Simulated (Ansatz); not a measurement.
SiO2 (I-42d, No. 122, 6 atoms in the cell; start mp-546794; a measured phase of this formula has another space group) was calculated with PBE0 in Ansatz (plane waves, PAW).

Settings: plane-wave cutoff 460 eV, 6×6×6 k mesh, Fermi–Dirac smearing 0.01 eV, scalar-relativistic PAW data made under PBE.

Cell (relaxed with PBEsol):

```cif
data_O8Si4
_chemical_formula_sum 'Si4 O8'
_space_group_name_H-M_alt 'I-42d'
_space_group_IT_number 122
_space_group_name_Hall 'I -4 2bw'
_cell_length_a 4.98352
_cell_length_b 4.98352
_cell_length_c 7.33723
_cell_angle_alpha 90.000
_cell_angle_beta 90.000
_cell_angle_gamma 90.000
loop_
_atom_site_label
_atom_site_type_symbol
_atom_site_symmetry_multiplicity
_atom_site_Wyckoff_symbol
_atom_site_fract_x
_atom_site_fract_y
_atom_site_fract_z
_atom_site_occupancy
Si1 Si 4 a 0.00000 0.00000 0.00000 1
O1 O 8 d 0.09611 0.25000 0.12500 1
```
(The calculation used a cell of 6 atoms; values per cell refer to that cell.)

Problem. Estimate the band gap that the calculation returns.

Solution. 
- band gap: 8.40 eV (on the SCF k mesh) (direct)

Note: cell and atoms aren't relaxed at this level (largest force component 0.21 eV/Å, pressure -2.3 GPa).

The computed numbers hold no vibrational or temperature effects.

A start named mp-… is a Materials Project structure, which need not be a measured phase.

Ansatz is a quantum-chemistry and plane-wave program.
